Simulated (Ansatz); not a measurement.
The parent structure is Ta in the bcc (W type) structure (space group Im-3m, No. 229; relaxed with 0.1 eV smearing).

```xyz
1
Lattice="-1.6270 1.6270 1.6270 1.6270 -1.6270 1.6270 1.6270 1.6270 -1.6270" Properties=species:S:1:pos:R:3 pbc="T T T"
Ta     0.0000     0.0000     0.0000
```

Cartesian axes are those of the cell as printed.

Level of theory: Ansatz (a first-principles code), LDA, PAW, cutoff 420 eV, without spin-orbit coupling.

Base values:

The pressure is 0.0 GPa.

Now apply this change: uniaxial strain ε_zz = +3.00 %, all other strain components held at zero; the atoms relax in the strained cell.

**Question.** How does this affect the energy relative to the base?

**Answer.** The energy grows by 14 meV/atom.

**Question.** How does this affect the pressure?

**Answer.** The pressure (mean of the normal stresses, compression positive) goes from zero to -6.0 GPa.

Stability against distortions was not tested. The final runs are not spin-polarised.
